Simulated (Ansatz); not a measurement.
CsCl-type CsCl: PBE at its full settings (plane-wave cutoff 520 eV, 8×8×8 k mesh, Fermi–Dirac smearing 0.01 eV, scalar-relativistic PAW data made under PBE) and at cheaper ones, in a cell of 2 atoms with Γ-centred meshes.

```tsv
level and setting	lattice constant a (Å)	bulk modulus (GPa)
PBE (Ansatz)	4.206	14.4
PBE (300 eV cutoff) (Ansatz)	4.206	14.4
PBE (2×2×2 k mesh) (Ansatz)	4.268	13.8
PBE (4×4×4 k mesh) (Ansatz)	4.206	14.4
PBE (6×6×6 k mesh) (Ansatz)	4.206	14.4
PBE (Fermi-Dirac smearing of 0.3 eV) (Ansatz)	4.206	14.4
```

Largest shifts from the full settings: lattice constant a +1.47 % (PBE (2×2×2 k mesh)), against a difference of +2.01 % of the full result from the reference 4.123 Å (measured, 300 K, not corrected to a static lattice; as tabulated in Wikipedia's data pages); bulk modulus -4.2 % (PBE (2×2×2 k mesh)), against a difference of -21 % of the full result from the reference 18.2 GPa (measured, room temperature, not corrected to a static lattice; as tabulated in Solovyeva et al. (2016), arXiv:1605.08080).

Ansatz's density-functional and Hartree–Fock values are scalar-relativistic unless marked +SOC, with PAW data made under PBE.

Run with cheap settings on purpose, which may leave them unconverged: PBE (2×2×2 k mesh), PBE (300 eV cutoff), PBE (4×4×4 k mesh), PBE (6×6×6 k mesh), PBE (Fermi-Dirac smearing of 0.3 eV).

Ansatz is a program for electronic structure.
